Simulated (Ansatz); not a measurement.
Amorphous In9Ga9Zn9O39W, 67 atoms at 5.98 g/cm³, one PBE-relaxed geometry, zone centre. Methods: PBE, scalar-relativistic without spin-orbit coupling (Ansatz, a program for electronic structure); r2SCAN, scalar-relativistic without spin-orbit coupling (Ansatz); HSE06, scalar-relativistic without spin-orbit coupling (Ansatz). Plane waves to 420 eV (r2SCAN 500 eV); exact exchange is cut at the cell's faces. At PBE the levels at the filled edge of the gap are localised (band-tail or defect states). All rungs ran without spin polarisation.

The cell was made by melting and quenching with the CHGNet potential and then relaxed with DFT. O atoms were pushed apart under 1.9 Å during the dynamics, to hinder bonds among them. The hot cell started wider than the set density and was brought back towards it in steps. It is the lowest in DFT energy of 2 quenches. It is a model cell: composition and starting density were chosen by hand, and all elements were melted together. No dispersion term was used. Its density started from a set value of 5.97 and ended at 5.98 g/cm³. Cooling (nominally 210 K/ps over its main leg) ran many orders faster than in experiment, which tends to leave more defects and strain. A cell of this size samples the disorder only roughly. The volume was free in the relaxation, at fixed shape. Stress components on the final sampling reach 1.9 GPa. On a 2×2×2 Γ-centred mesh force components of up to 0.19 eV/Å stay, since the relaxation ran on the zone centre alone.

The relaxation ran on the zone centre alone. At PBE the level gap is 0.91 eV on a 2×2×2 Γ-centred mesh, and the spacing at the zone centre alone 0.90 eV.

Q: What zone-centre spacing does r2SCAN give, roughly?

A: 1.36 eV (+0.46 eV against PBE).

Q: What zone-centre spacing does HSE06 give, roughly?

A: 2.46 eV (+1.56 eV against PBE).

The highest filled and the lowest empty state spread over these numbers of atoms (participation numbers): PBE: 6.9 and 59.4; r2SCAN: 7.0 and 58.5; HSE06: 6.7 and 57.8.
